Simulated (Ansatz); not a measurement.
Take Cr in the bcc (W type) structure (space group Im-3m, No. 229; a = 2.829 Å; non-magnetic) as the base.

The values are results of r2SCAN (Ansatz, an electronic-structure program; PAW; 500 eV plane waves; without spin-orbit coupling), not measurements.

One change was made to it. Results:

| quantity | base | after |
|---|---|---|
| lattice parameter a | 2.829 Å | 3.772 Å |
| band gap | zero | zero |

Q: Name the change that was made.
(A) Cr → Ag
(B) Cr → Sn
(C) Cr → Ti

A: B, Cr → Sn. For comparison, the lattice parameter a in the other runs: Cr → Ag gives 3.268 Å; Cr → Ti gives 3.253 Å.

Stability against distortions was not tested. For Sn and Ag in this form, whether it has been made was not checked. Seeded moments were not kept for the base. The final runs are not spin-polarised. Real Cr is antiferromagnetic at low temperature and ambient pressure, an order that this cell doesn't hold. This is not the structure that Sn has at room temperature and ambient pressure. This is not the structure that Ag has at room temperature and ambient pressure. This is not the structure that Ti has at room temperature and ambient pressure.
